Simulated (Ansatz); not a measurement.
Elastic constant C44 of L1₂ (Cu3Au-type) Al₃Sc at several levels of theory

No measured value is used here.

| level (code) | value (GPa) | cell (Å³/atom) |
|---|---|---|
| LDA (Ansatz) | 80.5 | 16.39 |
| PBE (Ansatz) | 70.5 | 17.30 |
| PBEsol (Ansatz) | (withheld) | 16.88 |
| r²SCAN (Ansatz) | 81.6 | 17.06 |

Question: Fill in the missing entries.

Answer: 
- PBEsol (Ansatz, a first-principles code), value (GPa): 76.8

Each level is taken at its own relaxed cell. Cutoffs differ between the levels. Ansatz's density-functional and Hartree–Fock values are scalar-relativistic unless marked +SOC, with PAW data made under PBE.
